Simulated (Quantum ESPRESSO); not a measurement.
# Several settings converged on the (110) slab of AlRh (cut from a parent of space group no. 221; 6 atoms in the cell)

```xyz
6
Lattice="2.9922 0.0000 0.0000 0.0000 4.2316 0.0000 0.0000 0.0000 18.2317" Properties=species:S:1:pos:R:3 pbc="T T T"
Al     0.0000     3.1737     7.0000
Rh     1.4961     1.0579     7.0000
Al     0.0000     1.0579     9.1159
Rh     1.4961     3.1737     9.1159
Al     0.0000     3.1737    11.2317
Rh     1.4961     1.0579    11.2317
```

Base method: LDA (PZ), GBRV 1.5 ultrasoft (LDA) pseudopotentials (plane waves; Quantum ESPRESSO).

Base settings: ecutwfc = 40 Ry; ecutrho = 320 Ry; occupations = smearing; smearing = gaussian; degauss = 0.0073499 Ry; mixing_mode = local-TF; potentials = {Al: al_lda_v1.uspp.F.UPF, Rh: rh_lda_v1.4.uspp.F.UPF}; K_POINTS = automatic 5 4 1 0 0 0; conv_thr = 1e-10 Ry; mixing_beta = 0.3.

The count of work is k-points × plane waves × bands × iterations; it is no time. Core times come from one kind of shared machine, to one figure; runs under 30 s give none.

**The vacuum**

The mesh stays at the base's, so the ladder's end is converged at best in this setting alone.

Only quantities that move along the ladder and can be compared are tabulated.

| vacuum between outermost atoms (Å) | free energy less the last step's (meV/atom) | largest difference of a force vector from the last step's (eV/Å) |
|---|---|---|
| 3.0 | -154.31 | 0.924 |
| 5.0 | -19.41 | 0.099 |
| 7.0 | -1.47 | 0.012 |
| 14.0 | 0.02 | 0.000 |
| 25.0 | 0.00 | 0.000 |

Smallest vacuum between outermost atoms (Å) that holds the forces within 0.005 eV/Å of the last step, with all finer ones: 14.0; the step before is off by 0.012 eV/Å.

Smallest vacuum between outermost atoms (Å) that holds the free energy within 2 meV/atom of the last step, with all finer ones: 7.0; the step before is off by 19 meV/atom.

**The k-point mesh**

Only quantities that move along the ladder and can be compared are tabulated.

| K_POINTS | free energy less the last step's (meV/atom) | largest difference of a force vector from the last step's (eV/Å) | count of work / last | core time / last (rough) |
|---|---|---|---|---|
| automatic 2 2 1 0 0 0 | 300.34 | 0.466 | 0.090 | 0.7 |
| automatic 3 3 1 0 0 0 | 6.39 | 0.317 | 0.080 | 0.5 |
| automatic 5 4 1 0 0 0 | -9.83 | 0.059 | 0.19 | 0.6 |
| automatic 15 11 1 0 0 0 | 0.00 | 0.000 | 1.0 | 1 |

Coarsest K_POINTS that holds the forces within 0.02 eV/Å: not settled: the last two steps still differ by 0.059 eV/Å, over half the tolerance, so the ladder does not show it.

Coarsest K_POINTS that holds the free energy within 5 meV/atom: not settled: the last two steps still differ by 9.8 meV/atom, over half the tolerance, so the ladder does not show it.

**The plane-wave cutoff**

Moved along: ecutrho.

The mesh stays at the base's, so the ladder's end is converged at best in this setting alone.

Only quantities that move along the ladder and can be compared are tabulated.

| ecutwfc | free energy less the last step's (meV/atom) | largest difference of a force vector from the last step's (eV/Å) | count of work / last | core time / last (rough) |
|---|---|---|---|---|
| 20 Ry | 11030.12 | 0.323 | 0.18 | 0.2 |
| 28 Ry | 1030.72 | 0.037 | 0.32 | 0.2 |
| 40 Ry | 6.53 | 0.000 | 0.55 | 0.4 |
| 60 Ry | 0.00 | 0.000 | 1.0 | 1 |

Coarsest ecutwfc that holds the forces within 0.005 eV/Å of the last step, with all finer ones: 40 Ry, at about 0.4 of the last step's time; the step before is off by 0.037 eV/Å.

Coarsest ecutwfc that holds the free energy within 5 meV/atom: not settled: the last two steps still differ by 6.5 meV/atom, over half the tolerance, so the ladder does not show it.

On the base run: the starting cell comes from a database of computed structures (which also holds hypothetical and non-ambient phases and stackings), without a prior relaxation at this level. The slab is cut from that crystal, and its faces are unrelaxed. Its lattice was rescaled by up to half a per cent. Spin polarisation is off. In the base run, forces exceed 1 eV/Å. Without a gap this mesh is coarse (it stands for a supercell whose shortest in-plane vector is 15 Å).
